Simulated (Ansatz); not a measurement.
## PBE against PBEsol: hypothetical zinc blende LaN, pressure 5 GPa

Start from LaN in the zinc blende structure (space group F-43m, No. 216; a = 5.613 Å; a hypothetical phase, not in the database extracts checked).

(Cell as relaxed with PBE.)

Levels (all Ansatz, an electronic-structure program, PAW): PBE (420 eV, scalar-relativistic without spin-orbit coupling); PBEsol (420 eV, scalar-relativistic without spin-orbit coupling).

Each level relaxes its own structure.

```csv
base,PBE,PBEsol
volume per atom,22.10 Å³,21.33 Å³
lattice parameter a,5.613 Å,5.546 Å
band gap,1.17 eV,1.07 eV
```

Now apply this change: cell and atoms relaxed at a pressure of 5 GPa.

```json
[
 {"quantity": "electron mass", "PBE": "0.40 mₑ (at Γ)", "PBEsol": "(withheld)"},
 {"quantity": "volume per atom", "PBE": "20.97 Å³", "PBEsol": "(withheld)"},
 {"quantity": "shift of the gap caused by the change", "PBE": "+0.03 eV", "PBEsol": "(withheld)"},
 {"quantity": "smallest direct gap", "PBE": "2.33 eV", "PBEsol": "(withheld)"}
]
```

Q: What does PBEsol give?

A: 
- electron mass, PBEsol: 0.39 mₑ (at Γ)
- volume per atom, PBEsol: 20.29 Å³
- shift of the gap caused by the change, PBEsol: +0.01 eV
- smallest direct gap, PBEsol: 2.30 eV

PBE's volume per atom lies 0.68 Å³ above PBEsol's (3.3 %); PBE's smallest direct gap lies 0.03 eV above PBEsol's. Neither level is exact; PBEsol is the comparison here, not a measurement.

Load acts through the strain it causes; cell and atoms are relaxed under it. Masses are band curvatures over ±0.01 Å⁻¹ around the edge. Stability against distortions was not tested. Competing high-pressure phases were not computed.
